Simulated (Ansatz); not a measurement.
# PbTe: isotropic strain −2.50 %

The parent structure is PbTe in the rock salt structure (space group Fm-3m, No. 225; a = 6.5343 Å).

The change: an isotropic linear strain of −2.50 %, atoms relaxed at fixed cell.

The values are results of r2SCAN in Ansatz (plane waves to 500 eV, PAW, no spin-orbit coupling), not measurements. k-mesh 9×9×9 (Γ-centred); smearing 0.05 eV (Fermi–Dirac).

Volume per atom: 32.32 Å³ (base 34.87 Å³)
Shortest interatomic distance: 3.185 Å (base 3.267 Å)
Energy relative to the base (free energy F): +28 meV/atom
Pressure: 3.79 GPa (base 0.00 GPa)
Band gap: 0.91 eV (base 1.09 eV)
Gap character: direct at L (base direct at L)
Mean gap deformation potential ΔEg/Δln V: +2.3 eV
Width of the top valence band: 3.27 eV (base 2.77 eV)
Electron mass: 0.30 mₑ along k, 0.11 mₑ across (at L) (base 0.34 mₑ along k, 0.12 mₑ across (at L))
Hole mass: 0.47 mₑ along k, 0.065 mₑ across (at L) (base 0.57 mₑ along k, 0.088 mₑ across (at L))
Valley order (the lowest conduction-band minima on the path, energy above the VBM, named in the base's zone): L along ⟨111⟩ 0.91 eV; a point along ⟨110⟩, about 0.5 Å⁻¹ from Γ 1.49 eV; a point along ⟨100⟩, about 0.4 Å⁻¹ from Γ 1.95 eV (base L along ⟨111⟩ 1.09 eV; a point along ⟨110⟩, about 0.5 Å⁻¹ from Γ 1.61 eV; a point along ⟨100⟩, about 0.3 Å⁻¹ from Γ 2.01 eV)

Final structure:

```
PbTe
1.0
    0.00000     3.18547     3.18547
    3.18547     0.00000     3.18547
    3.18547     3.18547     0.00000
Te Pb
1 1
Direct
  0.50000   0.50000   0.50000
  0.00000   0.00000   0.00000
```

Spin-orbit coupling, missing from the scalar runs, can matter with Pb and Te. Masses are band curvatures over ±0.01 Å⁻¹ around the edge. Along k means along the line from Γ to the band edge. Stability against distortions was not tested.

Ansatz is a first-principles code.
